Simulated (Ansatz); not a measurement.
Base system: CaO in the rock salt structure (space group Fm-3m, No. 225; a = 4.767 Å).

Modification: the cell is scaled by 0.9724 in all directions; the atoms relax in the strained cell.

Levels (all Ansatz, an electronic-structure program, PAW): PBEsol (420 eV, scalar-relativistic without spin-orbit coupling); r2SCAN (500 eV, no SOC); HSE06 (420 eV, no SOC).

One geometry, relaxed with PBEsol, under each level:

Notes on the quantities. hole mass: degenerate bands, along [100].

```tsv
level	band gap	lowest conduction level above the VBM at special points	electron mass	hole mass	pressure
PBEsol	3.48 eV	X 3.48 eV; U 5.23 eV; K 5.23 eV; Γ 5.51 eV	1.4 mₑ along k, 0.39 mₑ across (at X)	0.33, 2.7, 2.7 mₑ (at Γ)	11.67 GPa
r2SCAN	4.15 eV	X 4.15 eV; U 5.89 eV; K 5.89 eV; Γ 6.42 eV	1.4 mₑ along k, 0.41 mₑ across (at X)	0.35, 2.8, 2.8 mₑ (at Γ)	14.79 GPa
HSE06	5.28 eV	X 5.28 eV; U 7.10 eV; K 7.10 eV; Γ 7.27 eV	–	–	–
```

Single points use the geometry relaxed with PBEsol. Their cutoffs differ, which shifts pressures a little. HSE06 gaps are upper bounds (no full band path). Masses are band curvatures over ±0.01 Å⁻¹ around the edge. Along k means along the line from Γ to the band edge. Whether these cells are dynamically stable was not tested. The base started in Cmce and relaxed to Fm-3m at this level.
